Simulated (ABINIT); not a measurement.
Troubleshooting ABINIT: a failed run on K₂TlCuBr₆ (Fm-3m, 10 atoms in the cell). The aim is a self-consistent single point with DFT, PBEsol, plane waves, PAW (JTH v2.0 PBE PAW, files made for PBE).

Cell that was meant: a = 7.7222 Å, b = 7.7222 Å, c = 7.7222 Å, α = 60.00°, β = 60.00°, γ = 60.00°.

Part of the input:

```
tsmear 0.00499791
nband 58
kptopt 1
ngkpts 3 3 3
nshiftk 1
shiftk 0 0 0
nstep 80
```

Output, abridged:

```
                       5.4603949763E+00  8.0515708082E+00  5.4603949763E+00
                       5.4603949763E+00  5.4603949763E+00  2.8692191443E+00
                       5.4603949763E+00  5.4603949763E+00  8.0515708082E+00
             xred      7.5000000000E-01  7.5000000000E-01  7.5000000000E-01
                       2.5000000000E-01  2.5000000000E-01  2.5000000000E-01
                       0.0000000000E+00  0.0000000000E+00  0.0000000000E+00
                       5.0000000000E-01  5.0000000000E-01  5.0000000000E-01
                       7.3727000000E-01  2.6273000000E-01  2.6273000000E-01
                       2.6273000000E-01  7.3727000000E-01  7.3727000000E-01
                       2.6273000000E-01  7.3727000000E-01  2.6273000000E-01
                       7.3727000000E-01  2.6273000000E-01  7.3727000000E-01
                       2.6273000000E-01  2.6273000000E-01  7.3727000000E-01
                       7.3727000000E-01  7.3727000000E-01  2.6273000000E-01
            znucl       19.00000   81.00000   29.00000   35.00000

 Perdew, Burke & Ernzerhof SOL
 J. P. Perdew, A. Ruzsinszky, G. I. Csonka, O. A. Vydrov, G. E. Scuseria, L. A. Constantin, X. Zhou, and K. Burke, Phys. Rev. Lett. 100, 136406 (2008)
 Perdew, Burke & Ernzerhof SOL
 J. P. Perdew, A. Ruzsinszky, G. I. Csonka, O. A. Vydrov, G. E. Scuseria, L. A. Constantin, X. Zhou, and K. Burke, Phys. Rev. Lett. 100, 136406 (2008)

--- !ERROR
src_file: m_parser.F90
src_line: 3780
mpi_rank: 0
message: |
    Found token: `NGKPTS` in the input file.
    This name is not one of the registered input variable names (see https://docs.abinit.org/).
    Action: check your input file. Perhaps you mistyped the input variable,
    or specified "img", although this was not permitted for this input variable.
...

 abinit_abort: decision taken to exit. Check above messages for more info
Abort(13) on node 0 (rank 0 in comm 0): application called MPI_Abort(MPI_COMM_WORLD, 13) - process 0

--- !ERROR
src_file: m_parser.F90
src_line: 3780
mpi_rank: 0
message: |
    Found token: `NGKPTS` in the input file.
    This name is not one of the registered input variable names (see https://docs.abinit.org/).
    Action: check your input file. Perhaps you mistyped the input variable,
    or specified "img", although this was not permitted for this input variable.
...
```

### Question
From the messages shown, name the fault and mend the input.

### Answer
The fault is a keyword that the program does not know. The program does not know a key of this name. To fix it, use the program's own name for the key. The program stopped before any SCF iteration.

The sound input it was made from differs as follows (other fixes are possible):
```diff
-ngkpts 3 3 3
+ngkpt 3 3 3
```

With that input, the run converged in 26 iterations: free energy E − TS -10557.69 eV; Fermi level (on the code's own zero) -0.20 eV; pressure -1.61 GPa; largest force (vector length) 0.232 eV/Å (DFT, PBEsol, plane waves, PAW (JTH v2.0 PBE PAW, files made for PBE)).

On the sound input: the starting cell comes from a database of computed structures (which also holds hypothetical and non-ambient phases and stackings), without a prior relaxation at this level. Spin polarisation is off, so a magnetic state, if there is one, cannot be reached. The potentials were made for another functional than the one used. The run gives no clean gap (levels at the Fermi energy touch, overlap or are partly filled at this smearing), which alone does not show that the compound is a metal.
